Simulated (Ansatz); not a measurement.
**SiC: point defects**

The reference is an 8-atom supercell of SiC in the wurtzite structure (space group P6_3mc, No. 186; a = 3.076 Å, c = 5.048 Å) at its relaxed geometry.

One neutral defect a cell, atoms relaxed at fixed cell.

Level of theory: PBEsol (Ansatz, a first-principles code, PAW, scalar-relativistic without spin-orbit coupling), earlier PAW set.

| change | pressure | largest displacement of a host atom from its site in the perfect cell |
|---|---|---|
| perfect supercell | 0.0 GPa | – |
| B on a C site | 11.8 GPa | 0.10 Å |
| Si on a C site (antisite), symmetric start | 39.8 GPa | 0.42 Å |
| C on a Si site (antisite) | -23.2 GPa | 0.25 Å |
| C vacancy | -4.7 GPa | 0.18 Å |
| Si vacancy, symmetric start | 5.5 GPa | 0.40 Å |

The magnetic state is the one reached from the starting moments; the real material's order can differ, and small cells can't hold many antiferromagnetic ones. In so small a cell the defect repeats every few ångströms: this is an ordered compound, not a dilute defect. A case with no gap was solved on a k-mesh chosen for an insulator, which is coarse for it. Defects with a symmetric start kept the site's symmetry and may sit on a saddle; the others started slightly shaken. Starting moments died away, wholly or in part, for B on a C site, Si on a C site (antisite), C on a Si site (antisite) and C vacancy and more; another magnetic solution may exist.
